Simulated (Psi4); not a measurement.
Psi4 1.11, B3LYP/def2-svp: vinylidene fluoride (C=C(F)F), 6 atoms. The geometry is a generated start, not checked to be a minimum at this level.

* **task**: gradient
* **method**: b3lyp
* **basis**: def2-svp
* **memory**: 7 GB
* **scf_type**: df (default)
* **guess**: auto, which took SAD (default)
* **diis_max_vecs**: 10 (default)
* **scf_initial_accelerator**: adiis (default)
* **e_convergence**: 1e-08 (default)
* **d_convergence**: 1e-08 (default)
* **basis functions (reference run)**: 66
* **grid points (reference run)**: 1102152

```xyz
6

C      0.7230    -0.0997    -0.0505
C     -0.5737     0.0762     0.0410
F     -1.4792    -0.8885     0.1120
F     -1.1838     1.2541     0.0800
H      1.3776     0.7473    -0.1072
H      1.1360    -1.0895    -0.0753
```
Charge 0, spin multiplicity 1.

The reference run has dft_radial_points = 200, dft_spherical_points = 974, dft_pruning_scheme = none (default); it is not itself proven converged. One run each, on a shared machine, so no times are given.

Settings tried, all else as in the reference:
- dft_radial_points = 75 (default), dft_spherical_points = 302 (default), dft_pruning_scheme = treutler
- dft_radial_points = 75 (default), dft_spherical_points = 434
- dft_radial_points = 75 (default), dft_spherical_points = 302 (default), dft_pruning_scheme = robust
- dft_radial_points = 25, dft_spherical_points = 50
- dft_radial_points = 50, dft_spherical_points = 194
- dft_radial_points = 99, dft_spherical_points = 590, dft_pruning_scheme = treutler
- dft_radial_points = 99, dft_spherical_points = 590
- dft_radial_points = 75 (default), dft_spherical_points = 302 (default)
- dft_radial_points = 150, dft_spherical_points = 770
- dft_radial_points = 35, dft_spherical_points = 110

Q: Sort the settings: which keep to the reference within 0.10 meV/atom in energy, 1.0 meV/Å in forces (largest component), and which don't?

A: Within it: dft_radial_points = 150, dft_spherical_points = 770. At the edge (between 0.75 and 1.33 times the tolerance): dft_radial_points = 99, dft_spherical_points = 590. Outside: dft_radial_points = 75 (default), dft_spherical_points = 434; dft_radial_points = 99, dft_spherical_points = 590, dft_pruning_scheme = treutler; dft_radial_points = 75 (default), dft_spherical_points = 302 (default), dft_pruning_scheme = treutler; dft_radial_points = 75 (default), dft_spherical_points = 302 (default), dft_pruning_scheme = robust; dft_radial_points = 75 (default), dft_spherical_points = 302 (default); dft_radial_points = 35, dft_spherical_points = 110; dft_radial_points = 50, dft_spherical_points = 194; dft_radial_points = 25, dft_spherical_points = 50.

```tsv
setting	grid points	energy against the reference	difference in forces (largest component)
the reference	1102152	—	—
dft_radial_points = 150, dft_spherical_points = 770	656695	under 0.001 meV/atom	0.41 meV/Å
dft_radial_points = 99, dft_spherical_points = 590	334392	−0.0013 meV/atom	0.92 meV/Å
dft_radial_points = 75 (default), dft_spherical_points = 434	186722	−0.018 meV/atom	1.4 meV/Å
dft_radial_points = 99, dft_spherical_points = 590, dft_pruning_scheme = treutler	175612	+0.0050 meV/atom	2.4 meV/Å
dft_radial_points = 75 (default), dft_spherical_points = 302 (default), dft_pruning_scheme = treutler	72028	−0.061 meV/atom	8.9 meV/Å
dft_radial_points = 75 (default), dft_spherical_points = 302 (default), dft_pruning_scheme = robust	89452	−0.063 meV/atom	9.4 meV/Å
dft_radial_points = 75 (default), dft_spherical_points = 302 (default)	129852	−0.063 meV/atom	9.4 meV/Å
dft_radial_points = 35, dft_spherical_points = 110	22488	−0.22 meV/atom	15 meV/Å
dft_radial_points = 50, dft_spherical_points = 194	56722	+0.31 meV/atom	23 meV/Å
dft_radial_points = 25, dft_spherical_points = 50	7355	−0.63 meV/atom	480 meV/Å
```

Total energies are compared; such shifts often cancel in part in energy differences. The gradients leave out the derivatives of the grid weights. Also tried and not ranked: dft_radial_points = 99, dft_spherical_points = 590, dft_pruning_scheme = robust (same energy as a listed run). The tolerance is a choice made for this comparison.
